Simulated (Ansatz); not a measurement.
A calculation on AlB2-type ZrB₂ returned lattice constant a 3.155 Å, lattice parameter c 3.506 Å.

For reference: lattice constant a 3.17 Å (measured, room temperature, no zero-point or thermal correction; as tabulated in Zhang et al. (2020), arXiv:1911.03307); lattice parameter c 3.532 Å (measured, room temperature, no zero-point or thermal correction; as tabulated in Zhang et al. (2020), arXiv:1911.03307).

**Question.** Which level of theory produced these numbers?
A. RPBE (Ansatz, a quantum-chemistry and plane-wave program)
B. PBEsol (Ansatz)
C. Hartree–Fock (Ansatz)
D. PBE0-D3(BJ) (Ansatz)

**Answer.** B, PBEsol (Ansatz)

The others give: PBE0-D3(BJ) 3.130 Å, 3.490 Å; RPBE 3.187 Å, 3.560 Å; Hartree–Fock 3.196 Å, 3.608 Å.

Unless a cell is named, each level is at its own relaxed cell (Hartree–Fock 10.64, PBE0-D3(BJ) 9.87, PBEsol 10.07, RPBE 10.44 Å³/atom).

Ansatz's density-functional and Hartree–Fock values are scalar-relativistic unless marked +SOC, with PAW data made under PBE.
